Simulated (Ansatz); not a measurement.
System: interstitial H in monoclinic HfO2 (charge state +1). The step: a direct jump of one H atom; the atom moves 2.07 Å along (-0.20, 0.17, -0.33) of the unit cell; the moving atom starts with neighbours O at 0.99, O at 1.91 Å and ends with O at 0.98, O at 2.13 Å. DFT values are from Ansatz (plane-wave PAW, 420 eV unless said) in a cell of 96 host sites, spin-restricted, static, with no finite-size correction. The charge state is imposed; whether it is stable for some Fermi level was not computed. Sites that were not tried may lie lower. For the PBE band: the check of the saddle point's order was inconclusive.

```csv
Level,Forward barrier (eV),Cost of the band or of the saddle's single point
"PBE, the Γ point alone, band relaxed",0.36,around 60 core-minutes (rough)
"PBE, a 2×2×2 k-point mesh shifted by half a step, same geometries",0.36,roughly 7 core-minutes
"r2SCAN at 500 eV, the Γ point alone, same geometries",0.40,roughly 110 core-seconds
```

Ansatz is a first-principles code.
